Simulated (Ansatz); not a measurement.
Consider LiNbO$_{3}$ (space group R3c, No. 161).

```xyz
10
Lattice="2.5673 1.4822 4.6080 -2.5673 1.4822 4.6080 0.0000 -2.9645 4.6080" Properties=species:S:1:pos:R:3 pbc="T T T"
Li     0.0000     0.0000     3.8815
Li     0.0000     0.0000    10.7936
Nb     0.0000     0.0000    13.8019
Nb     0.0000     0.0000     6.8898
O     -0.6435    -1.4348     5.4740
O      1.5643     0.1601     5.4740
O     -0.9208     1.2747     5.4740
O     -1.6465    -0.2076     7.7780
O      0.6435     1.5297     7.7780
O      1.0030    -1.3222     7.7780
```

Cartesian axes are those of the cell as printed.

Level of theory: PBEsol (Ansatz, an electronic-structure program, PAW, no SOC).

Perturbation: uniaxial strain ε_zz = +1.50 %, all other strain components held at zero, atoms relaxed at fixed cell.

Predict the new energy relative to the base.

The energy goes up by 1.7 meV/atom.

Predict the new stress.

The stress (xx, yy, zz, yz, xz, xy; compression positive) comes out as (-0.98, -0.98, -3.39, 0.00, 0.00, 0.00) GPa.

Predict the new largest internal atomic displacement.

The largest internal atomic displacement amounts to 0.010 Å.

Stability against distortions was not tested.
